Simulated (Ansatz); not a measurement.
# Sn (space group I4_1/amd, No. 141)

```xyz
2
Lattice="-2.9735 2.9735 1.6062 2.9735 -2.9735 1.6062 2.9735 2.9735 -1.6062" Properties=species:S:1:pos:R:3 pbc="T T T"
Sn     0.0000     2.9735     0.8031
Sn     0.0000     0.0000     0.0000
```

The values are results of PBE/PAW in Ansatz (a quantum-chemistry and plane-wave program), no spin-orbit coupling, not measurements. Settings: 16×16×16 k-points, 0.05 eV Fermi–Dirac smearing.

```yaml
volume_per_atom: 28.40 Å³
density: 6.94 g/cm³
band_gap: zero
total_energy: -6024.173 eV/atom (σ→0; compares only within this code and set-up)
```

Whether these cells are dynamically stable was not tested.
